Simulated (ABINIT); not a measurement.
# Equation of state of fcc Rh (space group 225): energy against volume (ABINIT, LDA)

```xyz
1
Lattice="0.0000 1.8261 1.8261 1.8261 0.0000 1.8261 1.8261 1.8261 0.0000" Properties=species:S:1:pos:R:3 pbc="T T T"
Rh     0.0000     0.0000     0.0000
```

Computed with LDA (PW92), norm-conserving pseudopotentials (PseudoDojo nc-sr-04 LDA standard) (plane waves; ABINIT 10.0.3). Settings: pseudos = [Rh.upf]; ecut = 57 Ha; occopt = 3; tsmear = 0.00183747 Ha; ngkpt = 27 27 27; nshiftk = 1; shiftk = 0 0 0; potentials = PseudoDojo nc-sr-04 LDA standard; nband = 14; kptopt = 1; nstep = 80; toldfe = 1e-09 Ha. The cell above is the first row's. The rows scale it uniformly. In all rows the k mesh is held. E is the free energy at the stated smearing, counted from the lowest row.

```csv
V (Å^3/atom),E (meV/atom)
12.1789,?
12.4436,54.87
12.7084,23.64
12.9731,5.86
13.2379,0.00
13.5026,4.70
13.7674,18.74
14.0321,41.05
14.2969,70.66
```

Problem. Using the third-order Birch-Murnaghan form, a cubic in V^(-2/3), estimate the missing E at V = 12.1789 from the other rows, showing the fit.

Solution. With u = V^(-2/3) - 0.178, the rows have u = 0.008224, 0.005628, 0.003122, 0.000698, -0.001645, -0.003913, -0.006110, -0.008239. Least squares gives E = 0.351 - 1138.07·u + 921144·u² + 2845316·u³. Residuals (row less fit): -0.005, 0.010, -0.003, -0.006, -0.003, 0.002, 0.006, -0.005; standard error 0.008 (degrees of freedom: 4). Its minimum lies at u = 0.000616, so V0 = (0.178616)^(-3/2) = 13.25. There d²E/du² = 1853000 and d³E/du³ = 1.707e7, so B0 = (4/9) × 13.25^(-7/3) × 1853000 × 0.160218 = 318 GPa (the last factor turns the table's units into GPa), and B0' = 4 + (2/3) × 0.178616 × (1.707e7)/1853000 = 5.1. The program's pressures in the fitted runs (not shown) pass through zero at V = 13.25, 0.00 % from this V0. At the withheld row, u = 0.010913, so E = 0.351 - 1138.07 × 0.010913 + 921144 × 0.010913² + 2845316 × 0.010913³ = 101.332 meV/atom. The calculation gives 101.28 meV/atom, 0.052 meV/atom below the prediction (0.1 % of the range of E in the table). The row lies outside the fitted rows, so this is an extrapolation. From the scatter of the fitted rows alone, a prediction at this place has a standard error of 0.023 meV/atom, so the miss is 2.2 times that.

Carrying the step between the two nearest rows on in a straight line would have given 86.09, off by 15.19; series whose last step already gives the withheld value aren't shown. The scan was laid around a cell of about the measured size, scaled by a guess for this functional. Spin polarisation is off. Cutoffs and mesh are single choices, not tested for convergence of this quantity. Series with a scatter that would blur these digits, or in which a gap closes, are not shown. Nor are scans whose minimum lies at an end fitted in this form.
